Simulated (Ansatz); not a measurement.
The reference is SnTe in the rock salt structure (space group Fm-3m, No. 225; a = 6.2891 Å). Axes: x, y, z lie along the cube axes.

Method: DFT with PBEsol, PAW potentials and a 420 eV plane-wave cutoff in Ansatz (a quantum-chemistry and plane-wave program), no spin-orbit coupling.

Strains are applied to the cell and any free atomic positions relax; under biaxial strain the out-of-plane vector relaxes too.

One change was made to it. Results:

The pressure (mean of the normal stresses, compression positive) falls by 1.26 GPa (-0.01 GPa → -1.27 GPa); the energy rises by 5.8 meV/atom.

Which of these changes matches the shifts?
A) biaxial strain +3.00 %, plane normal [001], relaxed out of plane
B) biaxial strain +1.50 %, plane normal [001], relaxed out of plane
C) biaxial strain −2.50 %, plane normal [001], relaxed out of plane
D) biaxial strain −3.00 %, plane normal [001], relaxed out of plane

B, biaxial strain +1.50 %, plane normal [001], relaxed out of plane. For comparison, the energy relative to the base in the other runs: biaxial strain +3.00 %, plane normal [001], relaxed out of plane gives +22 meV/atom; biaxial strain −3.00 %, plane normal [001], relaxed out of plane gives +27 meV/atom; biaxial strain −2.50 %, plane normal [001], relaxed out of plane gives +18 meV/atom.

Stability against distortions was not tested. All final runs are without spin polarisation.
